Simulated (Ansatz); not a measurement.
# Mg2Sn, response to strain

Start from Mg2Sn (space group Fm-3m, No. 225; a = 6.747 Å; relaxed with 0.1 eV smearing). Axes: x, y, z lie along the cube axes.

Strains are applied to the cell and any free atomic positions relax; under biaxial strain the out-of-plane vector relaxes too.

Computed with PBEsol (Ansatz, a first-principles code), no SOC, earlier PAW set.

Notes on the quantities. energy relative to the base: free energy F; pressure: mean of the normal stresses, compression positive.

| change | energy relative to the base | volume per atom | pressure |
|---|---|---|---|
| base | 0 meV/atom | 25.59 Å³ | 0.0 GPa |
| biaxial strain −4.93 %, plane normal [001], relaxed out of plane | +36 meV/atom | 23.98 Å³ | 3.3 GPa |
| biaxial strain −4.39 %, plane normal [111], relaxed out of plane | +33 meV/atom | 23.99 Å³ | 3.3 GPa |
| isotropic strain −5.07 % | +95 meV/atom | 21.89 Å³ | 9.4 GPa |
| uniaxial strain ε_zz = −0.72 % | +0.3 meV/atom | 25.41 Å³ | 0.3 GPa |

Stability against distortions was not tested.
